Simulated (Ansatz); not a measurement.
Results of PBEsol (Ansatz, a quantum-chemistry and plane-wave program, plane waves, PAW) for IrGa (Pm-3m, No. 221, 2 atoms in the cell; start mp-11388).

Numerical settings: plane-wave cutoff 520 eV, 18×18×18 k mesh, Fermi–Dirac smearing 0.05 eV, no spin polarisation, scalar-relativistic PAW data made under PBE.

Cell (relaxed at this level):

```
CELL_PARAMETERS angstrom
      3.01977     0.00000     0.00000
      0.00000     3.01977     0.00000
      0.00000     0.00000     3.01977
ATOMIC_POSITIONS crystal
  Ga 0.00000 0.00000 0.00000
  Ir 0.50000 0.50000 0.50000
```

Task: Predict the bulk modulus.

Result: 
- bulk modulus = 244 GPa

Note: the run has no spin polarisation, so it can have missed a magnetic state; the bulk modulus is −V dP/dV from two relaxed cells at ±2 % in volume; the relaxation could not lower the start's symmetry, so the cell can be a saddle point above a distorted one.

Spin–orbit coupling is not included.

The computed numbers hold no vibrational or temperature effects.

A start named mp-… is a Materials Project structure, which need not be a measured phase.
